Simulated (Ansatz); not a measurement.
For SiGe (model structure, started from the WC type, P-6m2, No. 187, 2 atoms in the cell), PBEsol (Ansatz, an electronic-structure program, plane waves, PAW) gives:

- lattice constant a: 3.565 Å
- c axis length: 3.218 Å
- cohesive energy: 4.20 eV/atom

**Question.** What does r²SCAN+rVV10 (plane waves, PAW; Ansatz) give for the same quantities?

**Answer.** 
- lattice constant a: 3.627 Å (grows by 1.7 %)
- lattice parameter c: 3.150 Å (drops by 2.1 %)
- cohesive energy: 3.91 eV/atom (falls by 0.29 eV/atom)

Changes are worked out from the printed values.

Unless a cell is named, each level is at its own relaxed cell (PBEsol 17.71, r²SCAN+rVV10 17.95 Å³/atom).

Ansatz's density-functional and Hartree–Fock values are scalar-relativistic unless marked +SOC, with PAW data made under PBE.

A model structure was made by putting elements into a prototype or built by hand; it is no filed structure, need not be a known phase, and can be a saddle point held by its symmetry.
